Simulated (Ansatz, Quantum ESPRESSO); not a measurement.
**One structure in several programs: NaLu3 (Fm-3m, 4 atoms in the cell)**

Self-consistent single point.

```
NaLu3
1.0
    0.00000     3.88444     3.88444
    3.88444     0.00000     3.88444
    3.88444     3.88444     0.00000
Na Lu
1 3
Direct
  0.00000   0.00000   0.00000
  0.25000   0.25000   0.25000
  0.75000   0.75000   0.75000
  0.50000   0.50000   0.50000
```

Shared settings, as Ansatz (a first-principles code) writes them: kpoints.mp_grid.grid = 8 8 8; scf.occupations.method = gaussian; scf.occupations.width = 0.1 eV. Potentials and cutoffs stand in the table.

| code | model | pressure (GPa) | cutoff |
|---|---|---|---|
| Quantum ESPRESSO | PBEsol, PSlibrary PAW (PBE) pseudopotentials | -1.75 | 75 Ry |
| Ansatz | PBEsol, PAW files made with PBE | -1.78 | 420 eV |

On Ansatz's run: spin-orbit coupling is off.

The spread over the programs that give each value: pressure within 0.03 GPa.

Ansatz's pressure is given at a fixed set of plane waves, as the other plane-wave codes print theirs; with its correction for the finite basis it is -1.74 GPa.

The starting cell comes from a database of computed structures (which also holds hypothetical and non-ambient phases and stackings), without a prior relaxation at this level.

Left out of this page: Elk and FLEUR (not drawn, or without a comparable value).

Keys are those of Ansatz 0.2.
